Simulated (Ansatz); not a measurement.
F interstitial in metastable anatase TiO2 (the name describes the start): one set of geometries, relaxed with PBE, evaluated in Ansatz (PAW, plane waves to 420 eV, 500 eV under r2SCAN) with PBE, r2SCAN.

Cell and caveats: 108-site cell; 2×2×2 shifted k-points; start: void with 4O nearest, no. 2; charged states image-corrected; no Hubbard U; not converged in cell size; relaxed from one start, so a lower configuration may exist; flagged in the runs: a host whose relaxation on this sampling wasn't shown to rest, a strain field that reaches the edge of the cell.

| quantity | PBE | r2SCAN |
|---|---|---|
| host gap (eV) | 2.13 | [?] |
| ε(+1/0) above the VBM (eV) | 0.20 | [?] |
| ε(0/−1) above the VBM (eV) | 0.51 | [?] |
| neutral formation energy against F2 molecule in a box (eV) | 0.75 | [?] |
| largest moment on one atom at charge 0 (μB) | 0.62 | [?] |

Problem. Given the lower rungs, what does r2SCAN give?

Solution. 
- host gap (eV), r2SCAN: 2.50
- ε(+1/0) above the VBM (eV), r2SCAN: 0.32
- ε(0/−1) above the VBM (eV), r2SCAN: 0.87
- neutral formation energy against F2 molecule in a box (eV), r2SCAN: 0.40
- largest moment on one atom at charge 0 (μB), r2SCAN: 0.69

Ansatz is a first-principles code.
